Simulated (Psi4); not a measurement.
Psi4 1.11, PBE/def2-svp: Si(H)(Br)(OH)(NH2) (N[SiH](O)Br), 8 atoms. The geometry is a generated start, not checked to be a minimum at this level.

```yaml
task: energy
method: pbe
basis: def2-svp
memory: 3 GB
maxiter: 100
keys_of_the_molecule_block: symmetry c1
scf_type: df (default)
e_convergence: 1e-06 (default)
d_convergence: 1e-06 (default)
dft_radial_points: 75 (default)
dft_spherical_points: 302 (default)
basis_functions: 98
grid_points: 171743
```

```xyz
8

Si    -0.3322     0.0005     0.3099
N      1.1309    -0.7706    -0.0976
O     -0.3996     1.5444    -0.1699
Br    -1.8959    -1.1224    -0.7938
H     -0.5926    -0.1464     1.7255
H      1.9793    -0.5096     0.3740
H      1.3190    -1.0299    -1.0530
H     -1.2090     2.0340    -0.2950
```

With the defaults (diis = true, scf_initial_accelerator = adiis, damping_percentage = 0, diis_max_vecs = 10, diis_start = 1, level_shift = 0, level_shift_cutoff = 0.01, guess = auto, which took SAD, soscf = false, soscf_start_convergence = 0.01) it converges in 10 SCF iterations. One run each on 2 threads, with these changes:
- diis_start = 4
- guess = modhuckel
- soscf = true, soscf_start_convergence = 0.1
- scf_initial_accelerator = none
- diis = false, scf_initial_accelerator = none, damping_percentage = 60
- guess = sapgau
- diis_max_vecs = 6
- diis_max_vecs = 20
- level_shift = 0.5, level_shift_cutoff = 0.001

**Question.** Name the settings that don't reach the solution of the defaults.

**Answer.** No convergence: diis = false, scf_initial_accelerator = none, damping_percentage = 60 (the run ends without SCF convergence in 100 iterations). The rest reach the solution of the defaults.

```json
[
 {"setting": "soscf = true, soscf_start_convergence = 0.1", "SCF iterations": "7", "JK calls": "28", "end": "same solution"},
 {"setting": "level_shift = 0.5, level_shift_cutoff = 0.001", "SCF iterations": "9", "JK calls": "10", "end": "same solution"},
 {"setting": "the defaults", "SCF iterations": "10", "JK calls": "11", "end": "same solution"},
 {"setting": "diis_max_vecs = 20", "SCF iterations": "10", "JK calls": "11", "end": "same solution"},
 {"setting": "scf_initial_accelerator = none", "SCF iterations": "10", "JK calls": "11", "end": "same solution"},
 {"setting": "diis_max_vecs = 6", "SCF iterations": "10", "JK calls": "11", "end": "same solution"},
 {"setting": "guess = modhuckel", "SCF iterations": "10", "JK calls": "40", "end": "same solution"},
 {"setting": "guess = sapgau", "SCF iterations": "10", "JK calls": "10", "end": "same solution"},
 {"setting": "diis_start = 4", "SCF iterations": "16", "JK calls": "17", "end": "same solution"},
 {"setting": "diis = false, scf_initial_accelerator = none, damping_percentage = 60", "SCF iterations": "100", "JK calls": "101", "end": "no convergence"}
]
```

An SOSCF iteration holds several JK calls; a Hückel guess adds calls on atoms.
